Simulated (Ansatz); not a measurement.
For CuI (R-3m, No. 166; start mp-23306; another space group than a measured phase of this formula), LDA in Ansatz (plane waves, PAW) gives:

```
Item                                   Value
------------------------------  ------------
equilibrium lattice constant a       4.298 Å
c axis length                       19.605 Å
bulk modulus                        49.9 GPa
cohesive energy                 3.06 eV/atom
band gap                             0.00 eV
```

Question: What does r²SCAN in Ansatz (plane waves, PAW) give for the same quantities?

Answer: 
- lattice constant a: 4.386 Å (grows by 2.0 %)
- lattice parameter c: 20.533 Å (rises by 4.7 %)
- bulk modulus: 37.0 GPa (decreases by 26 %)
- cohesive energy: 2.51 eV/atom (decreases by 0.55 eV/atom)
- band gap: 0.09 eV (goes up by 0.09 eV)

Changes are worked out from the printed values.

Unless a cell is named, each level is at its own relaxed cell (LDA 26.14, r²SCAN 28.50 Å³/atom).

Levels without +SOC leave out spin–orbit coupling, which shifts energies and cells of such heavy elements.

Levels without +SOC have no spin–orbit coupling; where heavier elements are present it shifts gaps, mostly down, and can invert bands. A gap of zero means that the bands touch or overlap. Density-functional gaps are differences of (generalised) Kohn–Sham levels.

Caveats: the bulk modulus is −V dP/dV from two relaxed cells at ±2 % in volume (LDA, r²SCAN); the relaxation could not lower the start's symmetry, so the cell can be a saddle point above a distorted one (LDA, r²SCAN). Ansatz's density-functional and Hartree–Fock values are scalar-relativistic unless marked +SOC, with PAW data made under PBE.

A start named mp-… is a Materials Project structure, which can be a computed phase never made.

Ansatz is a first-principles code.
